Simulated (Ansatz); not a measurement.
## KTaO3: energy against volume

KTaO3 (cubic perovskite, Pm-3m, 13.035 Å³/atom and stress up to 0.01 GPa in the relaxed cell, cube axes along x, y and z) under an equal strain ε along all three axes. PBE in Ansatz, a plane-wave DFT program (PAW, default set), 420 eV, 8×8×8 Γ-centred mesh, Fermi-Dirac smearing 0.05 eV; ions are relaxed, or left where forces stay under 0.02 eV/Å, within the symmetry of each cell.

Here V stands for volume and E for E less E0.

```csv
volume (Å³/atom),E less E0 (meV/atom),pressure (GPa)
12.3440,23.83,11.59
12.5716,10.42,7.40
12.8021,2.58,3.55
13.0353,0.00,0.01
13.2713,2.45,-3.24
13.5102,9.52,-6.21
13.7519,21.00,-8.93
14.2440,?,?
```

Fit E of the 7 rows that show it with the third-order Birch-Murnaghan form, a cubic in V^(-2/3). With u = V^(-2/3) - 0.181, the rows have u = 0.006225, 0.003958, 0.001731, -0.000455, -0.002602, -0.004711, -0.006783. Least squares gives E = 0.138 + 491.62·u + 529409·u² + 505604·u³. Residuals (row less fit): -0.005, 0.011, 0.002, -0.024, 0.016, 0.001, -0.003; standard error 0.018 (degrees of freedom: 3). Its minimum lies at u = -0.000465, so V0 = (0.180535)^(-3/2) = 13.04. There d²E/du² = 1057000 and d³E/du³ = 3034000, so B0 = (4/9) × 13.04^(-7/3) × 1057000 × 0.160218 = 188 GPa (the last factor turns the table's units into GPa), and B0' = 4 + (2/3) × 0.180535 × (3034000)/1057000 = 4.3. B0' rests on the cubic coefficient alone and has a standard error of 0.1 from these residuals.

Question: Estimate the missing E (V = 14.2440); what did the run itself give?

Answer: u = -0.010819, so E = 0.138 + 491.62 × (-0.010819) + 529409 × (-0.010819)² + 505604 × (-0.010819)³ = 56.147 meV/atom. The calculation gives 55.94 meV/atom, 0.207 meV/atom below the prediction (0.4 % of the range of E in the table). The row lies outside the fitted rows, so this is an extrapolation. From the scatter of the fitted rows alone, a prediction at this place has a standard error of 0.110 meV/atom, so the miss is 1.9 times that.

The primitive cell can neither tilt nor turn polar against its symmetry, as such crystals can under strain. Other structures, which can take over under pressure, weren't tried. The same form fitted to the pressure column gives B0' = 4.5; series where the two differ by over 0.4 aren't shown. Rows are the converged runs of the series near zero and its far end, less any whose ions stayed unrelaxed beside relaxed ones; series whose fitted rows scatter by over a few per cent of the range, as at a crossing or softening among them, aren't shown in this form.
